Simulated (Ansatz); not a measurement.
Levels about the gap of amorphous In$_{24}$O$_{39}$Ga$_{2}$ (65 atoms in a cell of 913 Å³, 6.40 g/cm³; zone centre alone, so wide bands show as single levels with stretches between that a denser mesh fills), at the geometry that PBE relaxed, where it gives 1.4 GPa on a denser mesh. The participation number counts the atoms over which a state spreads; weights are charges in smoothed Voronoi cells. The levels come from a single point, so bond lengths are those of that geometry. Method of the levels: PBE, scalar-relativistic without spin-orbit coupling (Ansatz, a first-principles code). Sampling: the zone centre alone; Fermi-Dirac width 0.02 eV; no spin polarisation. At PBE the levels at the filled edge of the gap are localised (band-tail or defect states).

Preparation: random packing, a CHGNet melt and quench, and a DFT relaxation. O atoms were pushed apart under 1.9 Å during the dynamics, to hinder bonds among them. The hot cell started wider than the set density and was brought back towards it in steps. It is the lowest in DFT energy of 2 quenches. It is a model cell: composition and starting density were chosen by hand, and all elements were melted together. No dispersion term was used. Its density started from a set value of 6.42 and ended at 6.40 g/cm³. Cooling (nominally 220 K/ps over its main leg) ran many orders faster than in experiment, which tends to leave more defects and strain. One small periodic cell is one sample of the glass; other quenches scatter about these values. The volume was free in the relaxation, at fixed shape. Stress components on the final sampling reach 1.6 GPa. Cycles of charging lowered its energy after that relaxation.

```
E - E(highest filled), eV  filling  participation number        largest on  weight O  weight In  weight Ga
-------------------------  -------  --------------------  ----------------  --------  ---------  ---------
-0.27                       filled                  16.0   O, 3 neighbours      0.93       0.07       0.00
-0.25                       filled                  18.5   O, 3 neighbours      0.93       0.07       0.00
-0.18                       filled                  16.7   O, 3 neighbours      0.92       0.07       0.00
-0.16                       filled                   5.6   O, 3 neighbours      0.94       0.06       0.00
-0.09                       filled                   8.7   O, 3 neighbours      0.94       0.06       0.00
-0.06                       filled                   6.1   O, 3 neighbours      0.96       0.04       0.00
0.00                        filled                   7.6   O, 4 neighbours      0.95       0.05       0.00
0.70                         empty                  61.8  In, 4 neighbours      0.55       0.42       0.03
3.49                         empty                  29.3  In, 4 neighbours      0.61       0.37       0.01
3.56                         empty                  38.7  In, 4 neighbours      0.63       0.37       0.01
3.71                         empty                  31.8  In, 5 neighbours      0.62       0.37       0.01
3.80                         empty                  39.9  In, 6 neighbours      0.61       0.37       0.02
3.97                         empty                  43.4  In, 5 neighbours      0.62       0.34       0.05
4.00                         empty                  38.1  In, 6 neighbours      0.63       0.35       0.02
```

Most localised among these is the filled level at -0.16 eV, on a O atom, which has 3 neighbours (In 2.06 Å, In 2.15 Å, In 2.20 Å).
